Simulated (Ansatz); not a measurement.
Subject: the formation energy of SiC (4H, P6₃mc) from the elements. Reaction: C (graphite) + Si (diamond) → SiC (4H). Negative: the products are lower in energy. The value is per atom of the solid.

SiC (4H, P6₃mc), 8 atoms in the cell, k-point mesh 12×12×4 on the run's own vectors.
CSi is taken in the hexagonal space group P6₃mc (No. 186), Pearson symbol hP8. Conventional cell: a = 3.072 Å, b = 3.072 Å, c = 10.057 Å, α = 90.00°, β = 90.00°, γ = 120.00°. Si1 on 2b is coordinated by 4 C at 1.882–1.891 Å (tetrahedral). Si2 on 2a is surrounded by 4 C at 1.880–1.885 Å (tetrahedral). C1 on 2b has 4 Si at 1.880–1.891 Å (tetrahedral). C2 on 2a is coordinated by 4 Si at 1.882–1.885 Å (tetrahedral). (Neighbours: up to the widest gap in distance over summed covalent radii, below 1.35, at either atom.)

C (graphite, P6₃/mmc), 4 atoms in the cell, k-point mesh 18×18×6 on the run's own vectors. Conventional cell: a = b = 2.4650 Å, c = 6.7419 Å, α = β = 90.00°, γ = 120.00°.

Si (diamond, Fd-3m), 2 atoms in the cell, k-point mesh 10×10×10 on the run's own vectors. Conventional cell: a = 5.4214 Å, b = 5.4214 Å, c = 5.4214 Å, α = 90.00°, β = 90.00°, γ = 90.00°.

All numbers come from Ansatz (an electronic-structure program), plane waves with PAW, its default PAW set, cutoff 420 eV, 500 eV for r2SCAN. The structures are at rest with PBE+D3(BJ); other levels are single points on them. HSE06 runs on coarser k-point meshes, mended by the PBE difference between the two meshes. Some cells are metallic or hold partly filled levels, where a hybrid on a coarse mesh is less sure. Neutral cells; Fermi-Dirac smearing of at most 0.05 eV in the solids, energies taken to zero width. The lattices are those relaxed with PBE+D3(BJ), so at other levels the solids can be strained, which adds to the spread. A dispersion term (D3(BJ), or D4 for r2SCAN) was computed beside these levels and is taken off wherever the name lacks it. Nuclei at rest; no vibrational terms. Cells are local rest points, mostly with their start's symmetry.

Question: What is the computed value (r2SCAN)?

Answer: -0.30 eV/atom, for C (graphite) + Si (diamond) → SiC (4H).

Question: How does the value move with the functional?

Answer: 
| Level | value (eV/atom) | less r2SCAN |
|---|---|---|
| PBE+D3(BJ) | -0.28 | 0.02 |
| r2SCAN+D4 | -0.33 | -0.03 |
| HSE06 | -0.28 | 0.02 |

The levels span 0.05 eV/atom, from r2SCAN+D4 (-0.33) to PBE+D3(BJ) (-0.28).
